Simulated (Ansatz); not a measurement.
Si under a change: isotropic strain −2.00 %

Consider Si in the diamond structure (space group Fd-3m, No. 227; a = 5.402 Å).

Perturbation: every lattice vector is shortened by 2.00 %, atoms relaxed at fixed cell.

All numbers come from LDA (Ansatz, a first-principles code; PAW; 420 eV plane waves; scalar-relativistic without spin-orbit coupling). k-mesh 11×11×11 (Γ-centred); smearing 0.05 eV (Fermi–Dirac).

| quantity | base | changed | shift |
|---|---|---|---|
| volume per atom | 19.71 Å³ | 18.55 Å³ | -1.16 Å³ |
| space group | Fd-3m (No. 227) | Fd-3m (No. 227) | – |
| shortest interatomic distance | 2.339 Å | 2.292 Å | -0.047 Å |
| energy relative to the base (free energy F) | 0 meV/atom | +23 meV/atom | +23 meV/atom |
| pressure | -0.01 GPa | 6.64 GPa | +6.640 GPa |
| band gap | 0.45 eV | 0.33 eV | -0.114 eV |
| gap character | indirect, Γ → Γ–X (87 % along) | indirect, Γ → Γ–X (87 % along) | – |
| mean gap deformation potential ΔEg/Δln V | – | +1.9 eV | – |
| width of the top valence band | 3.94 eV | 4.21 eV | +0.27 eV |
| electron mass | 0.93 mₑ along k, 0.19 mₑ across (off the special points) | 0.94 mₑ along k, 0.18 mₑ across (off the special points) | – |
| valley order (the lowest conduction-band minima on the path, energy above the VBM, named in the base's zone) | a point along ⟨100⟩, about 1.0 Å⁻¹ from Γ 0.45 eV; L along ⟨111⟩ 1.48 eV | a point along ⟨100⟩, about 1.0 Å⁻¹ from Γ 0.33 eV; L along ⟨111⟩ 1.70 eV | – |

Effective masses come from finite differences of ±0.01 Å⁻¹. Along k means along the line from Γ to the band edge. Stability against distortions was not tested.
